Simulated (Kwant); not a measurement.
Model system: wire with an abrupt hard-wall neck in a Ge (holes) two-dimensional gas. Effective mass 0.06 mₑ, grid spacing 2.7 nm, hard walls, nominal width 80 nm (29 grid rows, so walls 81 nm apart), one parabolic valley, scattering region 240 nm long along x; energies count from the band bottom; Fermi energy swept from 0.00048962 to 0.02795 eV. Central neck 37 nm wide and 64 nm long.

Constants are typed, rounded textbook-type inputs, not results; the design itself was drawn at random and stands for no fabricated device.

Model: effective-mass tight-binding model on a square grid, one spin, coherent transport at 0 K (Kwant). Conductance is in e²/h.

Density of the scattering states that come in from the left lead, at energy = 0.021184 eV, in bins, relative to the largest site value (x marks bins outside the device):

```
|.:.  ... ... .:. xxxxxxxxxxx                |
|=*+::-=-:-=-.=#+.xxxxxxxxxxx    .........   |
|+%*::=+-:=*=.+@*.xxxxxxxxxxx    ....::..... |
|=#+::==-:-*=.=@#.xxxxxxxxxxx    ........... |
|--:::::-:.-=.:*+.xxxxxxxxxxx       .........|
|::.::..=-.:=:.--.xxxxxxxxxxx           .....|
|..:--..++..==.:-...     ..  ....        ....|
|.:=+-.-*#-.=+-:-=+=-:::=+==-::...       ....|
|.-*+:-=**=:-+=:-+**+--=+**+=:::...       ...|
|.-#=.=+===-:--:-=+==-:-=++=-::.....         |
| -#- =+:.=-.::::::::::::::::.......         |
| -#-.=+::=-.:-:::-:::::::::::......         |
|.-#=.=+===-:--:-=+==-:-=++=-::.....         |
|.-*+:-=**=:-+=:-+**+--=+**+=:::...       ...|
|.:=+-.-*#-.=+-:-=+=-:::=+==-::...       ....|
|..:--..++..==.:-...     ..  ....        ....|
|::.::..=-.:=:.--.xxxxxxxxxxx           .....|
|--:::::-:.-=.:*+.xxxxxxxxxxx       .........|
|=#+::==-:-*=.=@#.xxxxxxxxxxx    ........... |
|+%*::=+-:=*=.+@*.xxxxxxxxxxx    ....::..... |
|=*+::-=-:-=-.=#+.xxxxxxxxxxx    .........   |
|.:.  ... ... .:. xxxxxxxxxxx                |
```
Scale: ten equal steps from 0.003 (start of ' ') to 0.911 (end of '@'), in the order ' .:-=+*#%@'; x runs from -116 to 116, y from -36.1 (bottom) to 36.1 (top).

The conductance there is 1.91 e²/h with 4 open channel(s) in the leads.
